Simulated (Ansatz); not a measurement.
NiSi: pressure series

Take NiSi (space group Pnma, No. 62; a = 5.190 Å, b = 3.350 Å, c = 5.624 Å; non-magnetic) as the base.

Cell and atoms are relaxed at each pressure.

Computed with plane-wave PAW DFT at the PBE level (Ansatz, a first-principles code, 420 eV), no SOC, earlier PAW set.

Notes on the quantities. enthalpy: H = E + PV relative to the base's energy.

| change | shortest interatomic distance | density | enthalpy |
|---|---|---|---|
| base | 2.287 Å | 5.89 g/cm³ | – |
| pressure 1.8 GPa | [?] | [?] | +0.14 eV/atom |
| pressure 4.2 GPa | 2.274 Å | [?] | +0.32 eV/atom |
| pressure 9 GPa | 2.261 Å | [?] | +0.67 eV/atom |

### Question
What belongs in the blanks?

### Answer

- pressure 1.8 GPa, shortest interatomic distance: 2.282 Å
- pressure 1.8 GPa, density: 5.96 g/cm³
- pressure 4.2 GPa, density: 6.04 g/cm³
- pressure 9 GPa, density: 6.19 g/cm³

Load acts through the strain it causes; cell and atoms are relaxed under it. No phonon test of stability was made. Competing high-pressure phases were not computed. Seeded moments were not kept for the base. The final runs are not spin-polarised.
